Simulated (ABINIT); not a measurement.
## ABINIT run on LaMg6Mo (Amm2, 8 atoms in the cell): self-consistent single point

Level of theory: LDA (PW92), PAW (JTH v2.0 LDA PAW) (plane waves; ABINIT).

Input:

```
# LaMg6Mo, JTH v2.0 LDA PAW
pp_dirpath "./"
pseudos "La.LDA_PW-JTH.xml, Mg.LDA_PW-JTH.xml, Mo.LDA_PW-JTH.xml"
acell 4.9891390000 6.6329362531 6.6329362531 Angstrom
rprim
         1.0000000000    0.0000000000    0.0000000000
         0.0000000000    0.4892335575    0.8721528113
         0.0000000000   -0.4892335575    0.8721528113
natom 8
ntypat 3
znucl 57 12 42
typat 1 2 2 2 2 2 2 3
xcart
         0.0000000000    0.0000000000    9.2670014733
         0.0000000000   -1.5641165100    6.6234023340
         0.0000000000    1.5641165100    6.6234023340
         0.0000000000    0.0000000000    3.8785668496
         2.4945695000   -1.5451653888    4.9517878053
         2.4945695000    1.5451653888    4.9517878053
         2.4945695000    0.0000000000    1.9844637594
         2.4945695000    0.0000000000    7.9988282418
      Angstrom
ecut 26
pawecutdg 52
pawxcdev 0
occopt 7
tsmear 0.00183747
nband 54
kptopt 1
ngkpt 4 3 3
nshiftk 1
shiftk 0 0 0
nstep 80
tolvrs 1.0e-11
prtwf 0
prtden 0
```

Log, with long lists cut:

```
 Symmetries : space group Am m 2 (# 38); Bravais oC (1-face-center ortho.)

 -outvars: echo values of preprocessed input variables --------
            acell      9.4281063489E+00  1.2534432975E+01  1.2534432975E+01 Bohr
             ecut      2.60000000E+01 Hartree
              ixc       -1012
         kptrlatt        4    0    0      0    3    0      0    0    3
          kptrlen      3.67935914E+01
            natom           8
            nband          54
            ngfft          45      60      60
          ngfftdg          64      90      90
             nkpt          12
            nstep          80
             nsym           4
           ntypat           3
           occopt           7
        pawecutdg      5.20000000E+01 Hartree
         pawxcdev           0
            rprim      1.0000000000E+00  0.0000000000E+00  0.0000000000E+00
                       0.0000000000E+00  4.8923355750E-01  8.7215281130E-01
                       0.0000000000E+00 -4.8923355750E-01  8.7215281130E-01
          spgroup          38
           tolvrs      1.00000000E-11
           tsmear      1.83747000E-03 Hartree
            typat      1  2  2  2  2  2  2  3
           useylm           1
             xred      0.0000000000E+00  8.0095999996E-01  8.0095999996E-01
                       0.0000000000E+00  3.3146999996E-01  8.1346999999E-01
                       0.0000000000E+00  8.1346999999E-01  3.3146999996E-01
                       0.0000000000E+00  3.3522999998E-01  3.3522999998E-01
                       5.0000000000E-01  1.8990999996E-01  6.6606999999E-01
                       5.0000000000E-01  6.6606999999E-01  1.8990999996E-01
                       5.0000000000E-01  1.7151999999E-01  1.7151999999E-01
                       5.0000000000E-01  6.9134999996E-01  6.9134999996E-01
            znucl       57.00000   12.00000   42.00000

== DATASET  1 ==================================================================

 Real(R)+Recip(G) space primitive vectors, cartesian coordinates (Bohr,Bohr^-1):
 R(1)=  9.4281063  0.0000000  0.0000000  G(1)=  0.1060658  0.0000000  0.0000000
 R(2)=  0.0000000  6.1322652 10.9319410  G(2)=  0.0000000  0.0815359  0.0457375
 R(3)=  0.0000000 -6.1322652 10.9319410  G(3)=  0.0000000 -0.0815359  0.0457375
 Unit cell volume ucvol=  1.2640745E+03 bohr^3
 Angles (23,13,12)=  5.85804359E+01  9.00000000E+01  9.00000000E+01 degrees

 Coarse grid specifications (used for wave-functions):

 getcut: wavevector=  0.0000  0.0000  0.0000  ngfft=  45  60  60
         ecut(hartree)=     26.000   => boxcut(ratio)=   2.03318

 Fine grid specifications (used for densities):

 getcut: wavevector=  0.0000  0.0000  0.0000  ngfft=  64  90  90
         ecut(hartree)=     52.000   => boxcut(ratio)=   2.09117

   1.32766473E+04                                ecore*ucvol(ha*bohr**3)

_setup2: Arith. and geom. avg. npw (full set) are    8004.750    8004.741

--- !BeginCycle
solver: {iscf: 17, nstep: 80, nline: 4, wfoptalg: 10, }
tolerances: {tolvrs: 1.00E-11, }
...

     iter   Etot(hartree)      deltaE(h)  residm     nres2
 ETOT  1  -477.65009719537    -4.777E+02 2.675E+00 5.488E+02
 ETOT  2  -484.31264298350    -6.663E+00 8.413E-01 5.933E+02
 ETOT  3  -482.73965243667     1.573E+00 1.015E-01 1.965E+02
 ETOT  4  -482.53355403846     2.061E-01 4.247E-02 9.549E+01
 ETOT  5  -482.34199928728     1.916E-01 2.960E-02 5.247E+01
 ETOT  6  -482.23043347998     1.116E-01 5.257E-03 2.833E+01
   [... 10 lines left out ...]
 ETOT 17  -482.09819910244    -1.370E-10 4.662E-04 1.516E-08
 ETOT 18  -482.09819910241     2.802E-11 6.042E-04 1.908E-09
 ETOT 19  -482.09819910241    -2.842E-13 3.361E-04 1.563E-10
 ETOT 20  -482.09819910242    -6.764E-12 2.602E-04 1.943E-11
 ETOT 21  -482.09819910240     1.199E-11 2.267E-04 5.970E-13

 At SCF step   21       nres2   =  5.97E-13 < tolvrs=  1.00E-11 =>converged.

 Cartesian components of stress tensor (hartree/bohr^3)
  sigma(1 1)=  1.61239751E-04  sigma(3 2)=  0.00000000E+00
  sigma(2 2)=  1.27900465E-04  sigma(3 1)=  0.00000000E+00
  sigma(3 3)=  1.11408622E-04  sigma(2 1)=  0.00000000E+00

 ----iterations are completed or convergence reached----

 reduced coordinates (array xred) for    8 atoms
       0.000000000000      0.800959999958      0.800959999958
       0.000000000000      0.331469999956      0.813469999989
       0.000000000000      0.813469999989      0.331469999956
       0.000000000000      0.335229999978      0.335229999978
       0.500000000000      0.189909999958      0.666069999991
       0.500000000000      0.666069999991      0.189909999958
       0.500000000000      0.171519999994      0.171519999994
       0.500000000000      0.691349999962      0.691349999962
 cartesian forces (eV/Angstrom) at end:
    1     -0.00000000000000    -0.00000000000000    -0.15924841265062
    2     -0.00000000000000     0.06826942004669    -0.00176992389856
    3     -0.00000000000000    -0.06826942004669    -0.00176992389856
    4     -0.00000000000000     0.00000000000000     0.03451810444588
    5     -0.00000000000000    -0.14392348378234    -0.00319745222763
    6     -0.00000000000000     0.14392348378234    -0.00319745222763
    7     -0.00000000000000    -0.00000000000000     0.05727095334778
    8     -0.00000000000000    -0.00000000000000     0.07739410710933
 frms,max,avg= 6.0068518E-02 1.5924841E-01   0.000E+00  0.000E+00  1.625E-05 e/A
 length scales=  9.428106348899 12.534432975248 12.534432975248 bohr
              =  4.989139000000  6.632936253100  6.632936253100 angstroms
 Fermi (or HOMO) energy (hartree) =   0.17810   Average Vxc (hartree)=  -0.33829
 Eigenvalues (hartree) for nkpt=  12  k points:
 kpt#   1, nband= 54, wtk=  0.02778, kpt=  0.0000  0.0000  0.0000 (reduced coord)
  -2.58900   -2.58600   -2.58250   -2.58246   -2.57811   -2.57808   -2.03874   -1.39239
  -1.39239   -1.38971   -1.38884   -1.38865   -1.38842   -1.38605   -1.38555   -1.38544
  -1.38542   -1.38397   -1.38381   -1.38152   -1.38110   -1.38086   -1.38067   -1.37989
  -1.37984   -1.09063   -1.08957   -1.08641   -0.99880   -0.40888   -0.40722   -0.40461
  -0.05402    0.07821    0.07979    0.08468    0.10403    0.13056    0.14074    0.14149
   0.14983    0.16425    0.18528    0.19063    0.19748    0.21733    0.22031    0.23434
   0.26241    0.26261    0.26799    0.27181    0.27712    0.28811
      occupation numbers for kpt#   1
   2.00000    2.00000    2.00000    2.00000    2.00000    2.00000    2.00000    2.00000
   2.00000    2.00000    2.00000    2.00000    2.00000    2.00000    2.00000    2.00000
   2.00000    2.00000    2.00000    2.00000    2.00000    2.00000    2.00000    2.00000
   2.00000    2.00000    2.00000    2.00000    2.00000    2.00000    2.00000    2.00000
   2.00000    2.00000    2.00000    2.00000    2.00000    2.00000    2.00000    2.00000
   2.00000    2.00000    0.00000    0.00000    0.00000    0.00000    0.00000    0.00000
   0.00000    0.00000    0.00000    0.00000    0.00000    0.00000
 prteigrs : prtvol=0 or 1, do not print more k-points.

--- !EnergyTerms
comment             : Components of total free energy in Hartree
kinetic             :  4.04049628789252E+01
hartree             :  1.10876079846573E+02
xc                  : -2.12623729647596E+01
Ewald energy        : -2.41035963958526E+02
psp_core            :  1.05030574982808E+01
local_psp           : -3.40118864759212E+02
spherical_terms     : -4.14646599613772E+01
internal            : -4.82097761420096E+02
'-kT*entropy'       : -4.37806407115106E-04
total_energy        : -4.82098199226503E+02
total_energy_eV     : -1.31185591573671E+04
...

-Cartesian components of stress tensor (GPa)         [Pressure= -3.9282E+00 GPa]
- sigma(1 1)=  4.74383646E+00  sigma(3 2)=  0.00000000E+00
- sigma(2 2)=  3.76296095E+00  sigma(3 1)=  0.00000000E+00
- sigma(3 3)=  3.27775426E+00  sigma(2 1)=  0.00000000E+00

 Calculation completed.
```

The run converged in 21 iterations.

The starting cell comes from a database of computed structures (which also holds hypothetical and non-ambient phases and stackings), without a prior relaxation at this level. Its lattice was rescaled by a random factor within 2.5 % of one. Spin polarisation is off. With a pressure of about -4 GPa the cell is away from its equilibrium volume at this level.

Cost on one core of a shared machine: roughly 9 min.
